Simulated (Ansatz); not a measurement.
The starting structures come from a database of crystals and need not be the phases stable at ambient conditions.

By PBEsol, the system below comes out a metal.

Without scattering a metal conducts by its projected Fermi surface.

Consider the following.

```yaml
crystal:
  lattice:
    - [4.76639, 0.00000, 0.00000]
    - [-2.38320, 4.12782, 0.00000]
    - [2.38320, 1.37594, 1.94587]
  atoms:
    - { symbol: Sc, position: [0.00000, 0.50000, 0.50000] }
    - { symbol: Al, position: [0.00000, 0.00000, 0.00000] }
```

Space group of this cell: Pm-3m, CsCl type. The cell is taken as given; by PBEsol its mean pressure is -1.8 GPa.

The current flows along the normal of the first two printed cell vectors, the (111) plane of the conventional cell. No spin-orbit coupling; the value is a mean over 0.1 eV about the Fermi level.

Q: State the ballistic conductance per area according to PBEsol (Ansatz, an electronic-structure program).

A: 0.38 × 10¹⁵ S/m² for both spins.
